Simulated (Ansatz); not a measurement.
For cubic perovskite KMgF₃, PBE in Ansatz (PAW) gives:

```
Property                              Result
------------------------------  ------------
lattice parameter a                  4.054 Å
bulk modulus                        66.1 GPa
cohesive energy                 4.44 eV/atom
band gap at the measured cell        7.31 eV
elastic constant C11                 121 GPa
elastic constant C44                43.7 GPa
Voigt–Reuss–Hill shear modulus      42.6 GPa
```

**Question.** What does HSE06 (Ansatz, a quantum-chemistry and plane-wave program, PAW) give for the same quantities?

**Answer.** 
- lattice constant a: 4.005 Å (drops by 1.2 %)
- bulk modulus: 73.0 GPa (increases by 10 %)
- cohesive energy: 4.36 eV/atom (shrinks by 0.08 eV/atom)
- band gap at the measured cell: 9.55 eV (rises by 2.24 eV)
- elastic constant C11: 135 GPa (rises by 12 %)
- elastic constant C44: 48.2 GPa (goes up by 10 %)
- Voigt–Reuss–Hill shear modulus: 47.5 GPa (goes up by 12 %)

For comparison: lattice constant a 3.990 Å (measured, room temperature, not corrected to a static lattice; as tabulated in Vaitheeswaran et al. (2007), arXiv:cond-mat/0703621); bulk modulus 75.1 GPa (measured, room temperature, not corrected to a static lattice, our sources range from 71.2 to 75.1; as tabulated in Vaitheeswaran et al. (2007), arXiv:cond-mat/0703621); band gap 12.4 eV (measured, temperature not stated, not corrected to a static lattice; as tabulated in Sahnoun et al. (2004), doi:10.1016/j.matchemphys.2004.11.019); elastic constant C11 138 ± 0.2 GPa (measured, temperature not stated, no zero-point or thermal correction, our sources range from 132 to 138; as tabulated in Vaitheeswaran et al. (2007), arXiv:cond-mat/0703621); elastic constant C44 49.8 ± 0.08 GPa (measured, temperature not stated, no zero-point or thermal correction, our sources range from 48.5 to 49.8; as tabulated in Vaitheeswaran et al. (2007), arXiv:cond-mat/0703621).

Changes are worked out from the printed values.

Unless a cell is named, each level is at its own relaxed cell (PBE 13.33, HSE06 12.85 Å³/atom).

Density-functional gaps are differences of (generalised) Kohn–Sham levels.

Ansatz's density-functional and Hartree–Fock values are scalar-relativistic unless marked +SOC, with PAW data made under PBE.
